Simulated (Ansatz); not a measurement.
The parent structure is WS$_{2}$ in the 2H-MoS2 type structure (space group P6_3/mmc, No. 194; a = 3.154 Å, c = 12.141 Å; layered, stacked along the Cartesian z axis).

Calculations: PBE-D3(BJ) (Ansatz, a program for electronic structure), no spin-orbit coupling, earlier PAW set.

Base values:

| Quantity | Value |
|---|---|
| Valence-band top at Γ | 0.00, -1.30, -1.42 eV |
| Band gap | 0.88 eV |

One thing is altered: every lattice vector is stretched by 1.04 %; the atoms relax in the strained cell.

Problem. What does the calculation give for the valence-band top at Γ after the change?

Solution. The valence-band top at Γ (three highest levels, from the VBM) becomes 0.00, -1.16, -1.46 eV (base: 0.00, -1.30, -1.42 eV).

Problem. What happens to the energy relative to the base?

Solution. The energy grows by 4.1 meV/atom.

Problem. Estimate the effect on the band gap.

Solution. The band gap increases by 0.06 eV to 0.94 eV.

With W present, leaving out spin-orbit coupling can change the band edges. Stability against distortions was not tested.
